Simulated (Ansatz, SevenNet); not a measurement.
Equilibrium lattice constant a of cubic perovskite SrVO3: levels of theory against measurement

Reference value: 3.842 Å (measured, temperature not stated, no zero-point or thermal correction; as tabulated in Marks et al. (2021), arXiv:2103.05797).

```tsv
level (code)	value (Å)	difference (%)
SevenNet-0	3.907	+1.69
LDA (Ansatz)	3.773	-1.80
PBE (Ansatz)	3.858	+0.42
PBEsol-D3(BJ) (Ansatz)	3.785	-1.48
r²SCAN (Ansatz)	3.828	-0.36
```

The reference's temperature isn't stated, so close values are not ranked against it. Off by more than 1.25 %, or 1.75 % on the side where a correction would as a rule narrow the miss (bounds picked here): LDA (-1.80 %), SevenNet-0 (+1.69 %).

The measured value isn't corrected to a static lattice, so vibrations enter the comparison. A static lattice is as a rule a little smaller than the measured one. The crystal itself was run without spin with LDA, PBE, PBEsol-D3(BJ), r²SCAN; a magnetic state was not tried in these runs. Cutoffs differ between the levels. Ansatz's density-functional and Hartree–Fock values are scalar-relativistic unless marked +SOC, with PAW data made under PBE.

Machine-learned potentials (SevenNet-0) are trained on DFT data: a solid inside that data is no test of them.

Differences are worked out from the printed values.

Ansatz is an electronic-structure program.
